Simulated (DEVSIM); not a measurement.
Structure: abrupt Si p-n junction, at 400 K.

```
layer (left to right)  material  thickness (μm)  Nd (cm⁻³)  Na (cm⁻³)  τn (s)  τp (s)
---------------------  --------  --------------  ---------  ---------  ------  ------
1                            Si            1.20          -     2.2e15    1e-5    1e-5
2                            Si            21.0     1.1e15          -    1e-5    1e-5
```

Left contact: ohmic. Right contact: ohmic. Voltage is applied to the left contact. Recombination: SRH at mid-gap, Auger. Mobility is μmin + (μ − μmin)/(1 + (N/Nref)^α).

Constants are typed, rounded textbook-type inputs, not results; the design itself was drawn at random and stands for no fabricated device. Values at 300 K; Nc and Nv go as T^1.5, mobilities as T to minus their exponent, the gap by Varshni's rule with the affinity fixed.

```csv
parameter,Si
gap (eV),1.124
affinity (eV),4.05
permittivity,11.7
Nc (cm⁻³),2.86e19
Nv (cm⁻³),3.1e19
μn (cm²/Vs),1417
μp (cm²/Vs),470
"μn,min",52
"μp,min",45
"Nref,n",9.7e16
"Nref,p",2.2e17
αn,0.68
αp,0.72
T exponent of μn,2.3
T exponent of μp,2.2
Cn (cm⁶/s),2.8e-31
Cp (cm⁶/s),9.9e-32
Varshni α (eV/K),0.000473
Varshni β (K),636
```

Simulated with DEVSIM: 1D drift-diffusion, Boltzmann statistics, complete ionisation; no tunnelling, impact ionisation, image-force lowering or self-heating.

**Question.** Tabulate band edges, carrier densities and field at -5.0 V on the left contact.

**Answer.** Energies count from the Fermi level of the right contact; mesh points crowd at the junctions.

```json
[
 {"x (μm)": "0.000", "Ec (eV)": "5.752", "Ev (eV)": "4.656", "n (cm⁻³)": "1.5e10", "p (cm⁻³)": "2.2e15", "field (V/cm)": "-710"},
 {"x (μm)": "0.02976", "Ec (eV)": "5.750", "Ev (eV)": "4.654", "n (cm⁻³)": "1.3e10", "p (cm⁻³)": "2.1e15", "field (V/cm)": "-740"},
 {"x (μm)": "0.09966", "Ec (eV)": "5.744", "Ev (eV)": "4.648", "n (cm⁻³)": "1.0e10", "p (cm⁻³)": "1.7e15", "field (V/cm)": "-1100"},
 {"x (μm)": "0.2478", "Ec (eV)": "5.715", "Ev (eV)": "4.619", "n (cm⁻³)": "5.3e9", "p (cm⁻³)": "7.5e14", "field (V/cm)": "-3200"},
 {"x (μm)": "0.7111", "Ec (eV)": "5.237", "Ev (eV)": "4.140", "n (cm⁻³)": "1.3e9", "p (cm⁻³)": "7.5e8", "field (V/cm)": "-18000"},
 {"x (μm)": "0.9902", "Ec (eV)": "4.599", "Ev (eV)": "3.503", "n (cm⁻³)": "9.0e8", "p (cm⁻³)": "2.8e7", "field (V/cm)": "-28000"},
 {"x (μm)": "1.118", "Ec (eV)": "4.220", "Ev (eV)": "3.123", "n (cm⁻³)": "7.8e8", "p (cm⁻³)": "2.4e7", "field (V/cm)": "-32000"},
 {"x (μm)": "1.188", "Ec (eV)": "3.987", "Ev (eV)": "2.891", "n (cm⁻³)": "7.3e8", "p (cm⁻³)": "2.2e7", "field (V/cm)": "-34000"},
 {"x (μm)": "1.212", "Ec (eV)": "3.903", "Ev (eV)": "2.807", "n (cm⁻³)": "7.2e8", "p (cm⁻³)": "2.1e7", "field (V/cm)": "-35000"},
 {"x (μm)": "1.258", "Ec (eV)": "3.748", "Ev (eV)": "2.651", "n (cm⁻³)": "7.4e8", "p (cm⁻³)": "2.1e7", "field (V/cm)": "-34000"},
 {"x (μm)": "1.360", "Ec (eV)": "3.410", "Ev (eV)": "2.314", "n (cm⁻³)": "7.8e8", "p (cm⁻³)": "2.2e7", "field (V/cm)": "-32000"},
 {"x (μm)": "1.730", "Ec (eV)": "2.344", "Ev (eV)": "1.248", "n (cm⁻³)": "9.7e8", "p (cm⁻³)": "2.6e7", "field (V/cm)": "-26000"},
 {"x (μm)": "2.426", "Ec (eV)": "0.965", "Ev (eV)": "-0.131", "n (cm⁻³)": "1.9e9", "p (cm⁻³)": "4.1e7", "field (V/cm)": "-14000"},
 {"x (μm)": "4.116", "Ec (eV)": "0.365", "Ev (eV)": "-0.731", "n (cm⁻³)": "1.1e15", "p (cm⁻³)": "1.4e9", "field (V/cm)": "≈ 0"},
 {"x (μm)": "10.01", "Ec (eV)": "0.365", "Ev (eV)": "-0.731", "n (cm⁻³)": "1.1e15", "p (cm⁻³)": "1.1e10", "field (V/cm)": "≈ 0"},
 {"x (μm)": "16.51", "Ec (eV)": "0.365", "Ev (eV)": "-0.731", "n (cm⁻³)": "1.1e15", "p (cm⁻³)": "2.1e10", "field (V/cm)": "≈ 0"},
 {"x (μm)": "19.69", "Ec (eV)": "0.365", "Ev (eV)": "-0.731", "n (cm⁻³)": "1.1e15", "p (cm⁻³)": "2.5e10", "field (V/cm)": "≈ 0"},
 {"x (μm)": "21.10", "Ec (eV)": "0.365", "Ev (eV)": "-0.731", "n (cm⁻³)": "1.1e15", "p (cm⁻³)": "2.8e10", "field (V/cm)": "≈ 0"},
 {"x (μm)": "21.85", "Ec (eV)": "0.365", "Ev (eV)": "-0.731", "n (cm⁻³)": "1.1e15", "p (cm⁻³)": "2.9e10", "field (V/cm)": "≈ 0"},
 {"x (μm)": "22.07", "Ec (eV)": "0.365", "Ev (eV)": "-0.731", "n (cm⁻³)": "1.1e15", "p (cm⁻³)": "2.9e10", "field (V/cm)": "≈ 0"},
 {"x (μm)": "22.15", "Ec (eV)": "0.365", "Ev (eV)": "-0.731", "n (cm⁻³)": "1.1e15", "p (cm⁻³)": "2.9e10", "field (V/cm)": "≈ 0"},
 {"x (μm)": "22.20", "Ec (eV)": "0.365", "Ev (eV)": "-0.731", "n (cm⁻³)": "1.1e15", "p (cm⁻³)": "2.9e10", "field (V/cm)": "≈ 0"}
]
```
